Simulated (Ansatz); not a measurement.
The starting structures come from a database of crystals and need not be the phases stable at ambient conditions.

By LDA and PBEsol, the system below comes out a metal.

Consider the following.

```yaml
crystal:
  lattice:
    - [4.54939, 0.00000, 0.00000]
    - [0.00000, 6.43381, 0.00000]
    - [0.00000, 3.21690, 3.21690]
  atoms:
    - { symbol: Cr, position: [0.50000, 0.75000, 0.25000] }
    - { symbol: Cr, position: [0.50000, 0.25000, 0.75000] }
    - { symbol: Cr, position: [0.00000, 0.50000, 0.25000] }
    - { symbol: Cr, position: [0.00000, 0.50000, 0.75000] }
    - { symbol: Cr, position: [0.25000, 0.00000, 0.50000] }
    - { symbol: Cr, position: [0.75000, 0.00000, 0.50000] }
    - { symbol: Ge, position: [0.00000, 0.00000, 0.00000] }
    - { symbol: Ge, position: [0.50000, 0.50000, 0.00000] }
```

Space group of this cell: Pm-3n, A15 (Cr3Si type). The cell is taken as given; by PBEsol its mean pressure is -3.4 GPa.

The current runs along the normal of the first two printed vectors, the (110) plane. All runs by Ansatz (a program for electronic structure), plane waves and PAW, without spin-orbit coupling; the base is PBEsol.

```
run                                                      mean pressure (GPa)  G/A, both spins (10¹⁵ S/m²)
-------------------------------------------------------  -------------------  ---------------------------
base                                                                    -3.4                         0.89
all lengths scaled by 0.98                                              13.0                          ___
all lengths scaled by 1.02                                             -15.7                         0.85
lda in place of pbesol                                                 -10.1                         0.89
lengths across the current scaled by 0.98, ions clamped                  7.2                         0.91
lengths across the current scaled by 1.02, ions clamped                -11.9                         0.86
lengths along the current scaled by 0.97, ions clamped                   4.5                          ___
lengths along the current scaled by 1.03, ions clamped                  -9.8                         0.86
```

Problem. Fill in the missing entries.

Solution. 
- all lengths scaled by 0.98, G/A, both spins (10¹⁵ S/m²): 0.93
- lengths along the current scaled by 0.97, ions clamped, G/A, both spins (10¹⁵ S/m²): 0.90
